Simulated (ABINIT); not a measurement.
## Converging the plane-wave cutoff: Se (C2, 3 atoms in the cell)

```xyz
3
Lattice="2.1916 -3.7959 0.0000 2.1916 3.7959 0.0000 0.0000 0.0000 4.9649" Properties=species:S:1:pos:R:3 pbc="T T T"
Se     0.4931     0.8541     3.3099
Se     3.4469     0.0000     0.0000
Se     0.4931    -0.8541     1.6549
```

Method: LDA (PW92), norm-conserving pseudopotentials (PseudoDojo nc-sr-04 LDA standard) (plane waves; ABINIT 10.0.3).

Base settings: pseudos = [Se.upf]; ecut = 86 Ry; ixc = 7; occopt = 3; tsmear = 0.01 eV; ngkpt = 3 3 2; nshiftk = 1; shiftk = 0 0 0; potentials = PseudoDojo nc-sr-04 LDA standard; nband = 31.

The mesh stays at the base's, so the ladder's end is converged at best in this setting alone.

Only quantities that move along the ladder and can be compared are tabulated; the gap is left out on so coarse a mesh.

The count of work is k-points × plane waves × bands × iterations; it is no time. 

The starting cell has typed, rounded lattice constants, without a prior relaxation at this level. Its lattice was rescaled by up to half a per cent. One atom was moved a little off its site on purpose.

| ecut | free energy less the last step's (meV/atom) | pressure (GPa) | largest difference of a force vector from the last step's (eV/Å) | count of work / last |
|---|---|---|---|---|
| 30 Ry | 199246.38 | -2536.26 | 0.382 | 0.056 |
| 34 Ry | 126589.95 | -2015.22 | 1.079 | 0.067 |
| 38 Ry | 75251.23 | -1487.60 | 0.152 | 0.080 |
| 44 Ry | 32037.51 | -853.88 | 0.076 | 0.099 |
| 48 Ry | 16383.21 | -531.85 | 0.145 | 0.11 |
| 60 Ry | 1370.89 | -77.04 | 0.046 | 0.16 |
| 78 Ry | 5.30 | -0.82 | 0.003 | 0.23 |
| 86 Ry | 1.29 | -0.29 | 0.001 | 0.27 |
| 104 Ry | 0.87 | -0.29 | 0.001 | 0.36 |
| 128 Ry | 0.53 | -0.28 | 0.000 | 0.49 |
| 172 Ry | 0.21 | -0.29 | 0.000 | 0.76 |
| 206 Ry | 0.00 | -0.28 | 0.000 | 1.0 |

Coarsest ecut that holds the pressure within 0.2 GPa of the last step, with all finer ones: 86 Ry, at 0.27 of the last step's count of work; the step before is off by 0.54 GPa.

State of the free energy at the end of the ladder: still drifting one way, by 0.53 meV/atom over the last two steps, so the last step is no safe reference.

Coarsest ecut that holds the forces within 0.01 eV/Å of the last step, with all finer ones: 78 Ry, at 0.23 of the last step's count of work; the step before is off by 0.046 eV/Å.

At the lowest cutoff the pressure lies 2540 GPa under the last step's, the usual sign of Pulay stress in an incomplete plane-wave basis.
